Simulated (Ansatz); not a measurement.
Ti3Al, pressure series

The reference is Ti$_{3}$Al (space group P6_3/mmc, No. 194; a = 5.755 Å, c = 4.655 Å).

Cell and atoms are relaxed at each pressure.

Levels (all Ansatz, a program for electronic structure, PAW, earlier PAW set): PBE (420 eV, no spin-orbit coupling); r2SCAN (500 eV, no spin-orbit coupling).

The base cell above is that of PBE; each level relaxes its own structures.

```json
[
 {"case": "pressure −2 GPa", "lattice parameter a, PBE": "5.792 Å", "lattice parameter a, r2SCAN": "5.781 Å"},
 {"case": "pressure −1 GPa", "lattice parameter a, PBE": "5.773 Å", "lattice parameter a, r2SCAN": "5.764 Å"},
 {"case": "pressure 0.9 GPa", "lattice parameter a, PBE": "5.740 Å", "lattice parameter a, r2SCAN": "5.733 Å"},
 {"case": "pressure 2.1 GPa", "lattice parameter a, PBE": "5.720 Å", "lattice parameter a, r2SCAN": "5.714 Å"},
 {"case": "pressure 4.5 GPa", "lattice parameter a, PBE": "5.682 Å", "lattice parameter a, r2SCAN": "5.678 Å"},
 {"case": "pressure 9 GPa", "lattice parameter a, PBE": "5.618 Å", "lattice parameter a, r2SCAN": "5.617 Å"},
 {"case": "pressure 15 GPa", "lattice parameter a, PBE": "5.544 Å", "lattice parameter a, r2SCAN": "5.545 Å"},
 {"case": "pressure 22.5 GPa", "lattice parameter a, PBE": "5.463 Å", "lattice parameter a, r2SCAN": "5.466 Å"},
 {"case": "pressure 30 GPa", "lattice parameter a, PBE": "5.393 Å", "lattice parameter a, r2SCAN": "5.397 Å"}
]
```

The two levels differ by at most about 0.010 Å. They put the cases in the same order.

Load acts through the strain it causes; cell and atoms are relaxed under it. Stability against distortions was not tested. No other phases were tried under pressure. The final runs are not spin-polarised.
